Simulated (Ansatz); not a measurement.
We consider NaF (model structure, started from the CsCl type, Pm-3m, No. 221, 2 atoms in the cell), described by LDA in Ansatz (plane waves, PAW).

The input as run:

Ansatz 0.2 input:
```yaml
crystal:
  lattice:
    - [2.7380318957, 0.0, 0.0]
    - [0.0, 2.7380318957, 0.0]
    - [0.0, 0.0, 2.7380318957]
  atoms:
    - { symbol: Na, position: [0.0, 0.0, 0.0] }
    - { symbol: F, position: [0.5, 0.5, 0.5] }
basis:
  ecutwfc: 520
  ecutrho_ratio: 4
  xc_grid: 2
kpoints:
  mp_grid: { grid: [12, 12, 12] }
  band_path:
    path:
      - [0.0, 0.0, 0.0]
      - [0.0, 0.045455, 0.0]
      - [0.0, 0.090909, 0.0]
      - [0.0, 0.136364, 0.0]
      - [0.0, 0.181818, 0.0]
      - [0.0, 0.227273, 0.0]
      - [0.0, 0.272727, 0.0]
      - [0.0, 0.318182, 0.0]
      - [0.0, 0.363636, 0.0]
      - [0.0, 0.409091, 0.0]
      - [0.0, 0.454545, 0.0]
      - [0.0, 0.5, 0.0]
      - [0.045455, 0.5, 0.0]
      - [0.090909, 0.5, 0.0]
      - [0.136364, 0.5, 0.0]
      - [0.181818, 0.5, 0.0]
      - [0.227273, 0.5, 0.0]
      - [0.272727, 0.5, 0.0]
      - [0.318182, 0.5, 0.0]
      - [0.363636, 0.5, 0.0]
      - [0.409091, 0.5, 0.0]
      - [0.454545, 0.5, 0.0]
      - [0.5, 0.5, 0.0]
      - [0.470588, 0.470588, 0.0]
      - [0.441176, 0.441176, 0.0]
      - [0.411765, 0.411765, 0.0]
      - [0.382353, 0.382353, 0.0]
      - [0.352941, 0.352941, 0.0]
      - [0.323529, 0.323529, 0.0]
      - [0.294118, 0.294118, 0.0]
      - [0.264706, 0.264706, 0.0]
      - [0.235294, 0.235294, 0.0]
      - [0.205882, 0.205882, 0.0]
      - [0.176471, 0.176471, 0.0]
      - [0.147059, 0.147059, 0.0]
      - [0.117647, 0.117647, 0.0]
      - [0.088235, 0.088235, 0.0]
      - [0.058824, 0.058824, 0.0]
      - [0.029412, 0.029412, 0.0]
      - [0.02381, 0.02381, 0.02381]
      - [0.047619, 0.047619, 0.047619]
      - [0.071429, 0.071429, 0.071429]
      - [0.095238, 0.095238, 0.095238]
      - [0.119048, 0.119048, 0.119048]
      - [0.142857, 0.142857, 0.142857]
      - [0.166667, 0.166667, 0.166667]
      - [0.190476, 0.190476, 0.190476]
      - [0.214286, 0.214286, 0.214286]
      - [0.238095, 0.238095, 0.238095]
      - [0.261905, 0.261905, 0.261905]
      - [0.285714, 0.285714, 0.285714]
      - [0.309524, 0.309524, 0.309524]
      - [0.333333, 0.333333, 0.333333]
      - [0.357143, 0.357143, 0.357143]
      - [0.380952, 0.380952, 0.380952]
      - [0.404762, 0.404762, 0.404762]
      - [0.428571, 0.428571, 0.428571]
      - [0.452381, 0.452381, 0.452381]
      - [0.47619, 0.47619, 0.47619]
      - [0.5, 0.5, 0.5]
      - [0.470588, 0.5, 0.470588]
      - [0.441176, 0.5, 0.441176]
      - [0.411765, 0.5, 0.411765]
      - [0.382353, 0.5, 0.382353]
      - [0.352941, 0.5, 0.352941]
      - [0.323529, 0.5, 0.323529]
      - [0.294118, 0.5, 0.294118]
      - [0.264706, 0.5, 0.264706]
      - [0.235294, 0.5, 0.235294]
      - [0.205882, 0.5, 0.205882]
      - [0.176471, 0.5, 0.176471]
      - [0.147059, 0.5, 0.147059]
      - [0.117647, 0.5, 0.117647]
      - [0.088235, 0.5, 0.088235]
      - [0.058824, 0.5, 0.058824]
      - [0.029412, 0.5, 0.029412]
      - [0.5, 0.5, 0.454545]
      - [0.5, 0.5, 0.409091]
      - [0.5, 0.5, 0.363636]
      - [0.5, 0.5, 0.318182]
      - [0.5, 0.5, 0.272727]
      - [0.5, 0.5, 0.227273]
      - [0.5, 0.5, 0.181818]
      - [0.5, 0.5, 0.136364]
      - [0.5, 0.5, 0.090909]
      - [0.5, 0.5, 0.045455]
    npoints: 1
hamiltonian:
  xc: lda
  dispersion: none
  pseudopotentials: { kind: paw }
scf:
  occupations: { method: fermi_dirac, width: 0.01 }
  convergence: { dr2_threshold: 0.0000000002 }
output:
  forces: true
  stress: true
  eigenvalues: true
  write_bands: true
```

The run printed, among other lines:

```
Crystal: 2 atoms, lattice volume = 20.527 Å³
Basis set: ecut = 520 eV, 515 PW (Γ), exchange–correlation on 48×48×48 points (8 copies of the dense FFT grid, shifted against one another)
Bands: 12, of which v1, the nominal top of the filled ones, is band 8 counted from 1 (7 counted from 0)
Symmetry: 48 space group operations
Space group: Pm-3m (ITA 221), of the structure as read, at distance tolerance 2.7e-5 Å
k-points: 84 of 1728
Functional: x = slater, c = lda
SCF iter   1: F=—  HF=-2262.860389 eV  |F-HF|=—  |Δ(HF+E_count)|=         —  Δρ=2.20e-2  dr2=7.16e-2
SCF iter   2: F=—  HF=-2262.837269 eV  |F-HF|=—  |Δ(HF+E_count)|=   2.31e-2  Δρ=1.11e-2  dr2=1.02e-2
  ...
SCF iter   6: F=—  HF=-2262.833600 eV  |F-HF|=—  |Δ(HF+E_count)|=   6.22e-7  Δρ=7.27e-6  dr2=5.88e-9
SCF iter   7: F=-2262.833600 eV  HF=-2262.833600 eV  |F-HF|=5.46e-12  |Δ(HF+E_count)|=   1.85e-9  Δρ=3.40e-7  dr2=7.35e-12
SCF 1 converged in 7 iterations: F = -2262.833600 eV  dr2 = 7.35e-12
SCF converged after 7 iterations
Free energy (F): -2262.833600 eV
Internal energy: -2262.833600 eV  (E = F + TS)
E sigma→0 (E₀):  -2262.833600 eV
Fermi energy:    6.178102 eV
--- Stress (GPa, compression-positive) ---
       -0.004780      -0.000000      -0.000000
       -0.000000      -0.004780       0.000000
       -0.000000       0.000000      -0.004780
  P = ⅓ Tr σ = -0.0048 GPa (-0.048 kbar)
```

The PAW data were made under PBE.

Note: the relaxation could raise the start's symmetry but not lower it, so the cell can be a saddle point.

A model structure was made by putting elements into a prototype or built by hand; it is no filed structure, need not be a known phase, and can be a saddle point held by its symmetry.

Ansatz is a quantum-chemistry and plane-wave program.
